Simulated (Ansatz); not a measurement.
**MgTe, response to strain**

The parent structure is MgTe in the zinc blende structure (space group F-43m, No. 216; a = 6.3681 Å). Axes: x, y, z lie along the cube axes.

Strains are applied to the cell and any free atomic positions relax; under biaxial strain the out-of-plane vector relaxes too.

Level of theory: LDA in Ansatz (plane waves to 420 eV, PAW, without spin-orbit coupling).

Candidates:
(a) biaxial strain +1.00 %, plane normal [001], relaxed out of plane
(b) biaxial strain −2.00 %, plane normal [001], relaxed out of plane
(c) biaxial strain −0.50 %, plane normal [001], relaxed out of plane
(d) biaxial strain +1.50 %, plane normal [001], relaxed out of plane

Q: Order them by out-of-plane strain, lowest first.

A: (d) biaxial strain +1.50 %, plane normal [001], relaxed out of plane (-2.14 %), (a) biaxial strain +1.00 %, plane normal [001], relaxed out of plane (-1.41 %), (c) biaxial strain −0.50 %, plane normal [001], relaxed out of plane (+0.71 %), (b) biaxial strain −2.00 %, plane normal [001], relaxed out of plane (+2.72 %)

Whether these cells are dynamically stable was not tested.

Ansatz is a program for electronic structure.
